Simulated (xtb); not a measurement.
xtb 6.7.1, GFN2-xTB: c1ccc2c(-c3scc4c3OCCO4)c3ccccc3c(-c3cc4sccc4s3)c2c1, 47 atoms. The geometry is a generated start, not checked to be a minimum at this level.

* **method**: GFN2-xTB
* **--acc**: 1 (default)
* **--etemp (K)**: 300 (default)
* **detailed input (--input)**: none: ANC optimiser, Lindh (1995) Hessian, microcycle=20, maxdispl=1.0, hlow=0.01 (default)
* **basis functions**: 158
* **valence electrons**: 150

The structure is relaxed from this start with --opt LEVEL for the levels crude, sloppy, loose, lax, normal, tight, vtight, extreme, once each. Up to the end of the extreme run atoms move by at most 0.88 Å along an axis.

Problem. Choose the cheapest level whose final energy lies within 5 meV of that of extreme.

Solution. vtight: 68 cycles against 68, ending 0.000 meV above.

```
level    cycles  energy above the extreme run (meV)  gradient norm (eV/Å)
-------  ------  ----------------------------------  --------------------
crude         4                                  23                  0.32
sloppy        5                                  21                 0.092
loose         6                                  21                 0.076
lax           6                                  21                 0.076
normal       13                                  19                 0.017
tight        22                                  19                0.0052
vtight       68                          under 0.01                0.0025
extreme      68                                   —                0.0025
```
